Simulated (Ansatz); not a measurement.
## A series of runs on K2LaAgF6 (P1, 10 atoms in the cell)

```
CELL_PARAMETERS angstrom
      0.00000     4.43981     4.43981
      4.43981     0.00000     4.43981
      4.43981     4.43981     0.00000
ATOMIC_POSITIONS crystal
  K  0.25206 0.24744 0.25000
  K  0.74038 0.76003 0.74800
  Ag 0.50155 0.49975 0.50198
  La 0.00023 0.99664 0.00147
  F  0.73972 0.25247 0.25846
  F  0.25397 0.74571 0.74798
  F  0.25230 0.74772 0.24540
  F  0.75600 0.25223 0.74790
  F  0.25498 0.25185 0.74626
  F  0.74881 0.74615 0.25256
```

Base run A: PBEsol, default PAW files made with PBE in Ansatz (an electronic-structure program), self-consistent single point.

Its settings: basis.ecutwfc = 30.9 Ry; kpoints.mp_grid.grid = 4 4 4; hamiltonian.xc = pbesol; hamiltonian.pseudopotentials = {kind: paw} (the program's default PAW files); scf.occupations.method = cold; scf.occupations.width = 0.01 Ry.

The starting cell was generated: these elements placed on a structure prototype, without a prior relaxation; it need not be a known phase or ordering of this composition. Its atoms were displaced at random from the sites of space group no. 225. In the base run, with a pressure of about 8 GPa the cell is away from its equilibrium volume at this level. In the base run, forces exceed 1 eV/Å. Ansatz's pressure includes its estimate of the finite-basis (Pulay) stress.

ΔF is the free energy per atom less that of run A. 

The first pressure column holds Ansatz's estimate of the finite-basis (Pulay) stress, which hides part of the cutoff error; the other is without it.

In some runs the Pulay estimate is large (up to 91 GPa), a sign of a cutoff far from converged.

Run A gave: pressure (GPa) 8.10; largest force (eV/Å) 1.047; gap on the mesh (eV) 1.486; pressure at a fixed set of plane waves (GPa) 7.67.

Runs:
- B: lattice scaled by 0.97
- C: lattice scaled by 0.97; basis.ecutwfc: 30.9 Ry → 18.4 Ry
- D: lattice scaled by 0.985
- E: lattice scaled by 0.985; basis.ecutwfc: 30.9 Ry → 18.4 Ry
- F: lattice scaled by 1.015
- G: lattice scaled by 1.015; basis.ecutwfc: 30.9 Ry → 18.4 Ry
- H: lattice scaled by 1.03
- I: lattice scaled by 1.03; basis.ecutwfc: 30.9 Ry → 18.4 Ry
- J: basis.ecutwfc: 30.9 Ry → 18.4 Ry

What does run H change against A?

The free energy falls by 46.6 meV/atom, the pressure goes from 8.10 to 1.59 GPa, the largest force goes from 1.047 to 1.223 eV/Å and the gap on the mesh goes from 1.486 to 1.663 eV.

What does run I change against A?

The free energy goes up by 1.86 eV/atom, the pressure goes from 8.10 to 1.68 GPa, the largest force goes from 1.047 to 0.993 eV/Å and the gap on the mesh goes from 1.486 to 1.807 eV.

What does run B change against A?

The free energy rises by 120 meV/atom, the pressure goes from 8.10 to 17.86 GPa, the largest force goes from 1.047 to 0.826 eV/Å and the gap on the mesh goes from 1.486 to 1.301 eV.

| run | ΔF (meV/atom) | pressure (GPa) | largest force (eV/Å) | gap on the mesh (eV) | pressure at a fixed set of plane waves (GPa) |
|---|---|---|---|---|---|
| A | 0.00 | 8.10 | 1.047 | 1.486 | 7.67 |
| B | 120.3 | 17.86 | 0.826 | 1.301 | 17.40 |
| C | 2021.3 | 15.55 | 0.777 | 1.429 | -75.31 |
| D | 49.3 | 12.50 | 0.943 | 1.394 | 12.07 |
| E | 1946.9 | 10.19 | 0.826 | 1.539 | -76.20 |
| F | -31.2 | 4.51 | 1.140 | 1.575 | 4.10 |
| G | 1889.8 | 4.27 | 0.933 | 1.726 | -77.12 |
| H | -46.6 | 1.59 | 1.223 | 1.663 | 1.20 |
| I | 1863.7 | 1.68 | 0.993 | 1.807 | -76.12 |
| J | 1894.2 | 6.73 | 0.863 | 1.630 | -76.41 |

Keys are those of Ansatz 0.2.
